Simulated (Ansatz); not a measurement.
Take ZnS in the zinc blende structure (space group F-43m, No. 216; a = 5.357 Å) as the base. Axes: x, y, z lie along the cube axes.

Calculations: Ansatz (a program for electronic structure) PBEsol, no SOC.

Base values:

| Property | Value |
|---|---|
| Valley order | Γ 2.09 eV; X along ⟨100⟩ 3.17 eV; L along ⟨111⟩ 3.24 eV |

The change: uniaxial strain ε_zz = −1.50 %, all other strain components held at zero; the atoms relax in the strained cell.

### Question
What happens to the stress, valley order and hole mass?

### Answer
The stress (xx, yy, zz, yz, xz, xy; compression positive) amounts to (1.02, 1.02, 1.63, 0.00, 0.00, 0.00) GPa; the valley order (the lowest conduction-band minima on the path, energy above the VBM, named in the base's zone) becomes Γ 2.11 eV; X along [001] 3.05 eV; X along [100] 3.13 eV; L along [1-11] 3.22 eV (base: Γ 2.09 eV; X along ⟨100⟩ 3.17 eV; L along ⟨111⟩ 3.24 eV); the hole mass amounts to 0.19 mₑ along z, 0.66 mₑ across (at Γ).

The levels and masses belong to the bands next to the band gap. Masses are band curvatures over ±0.01 Å⁻¹ around the edge. Whether these cells are dynamically stable was not tested.
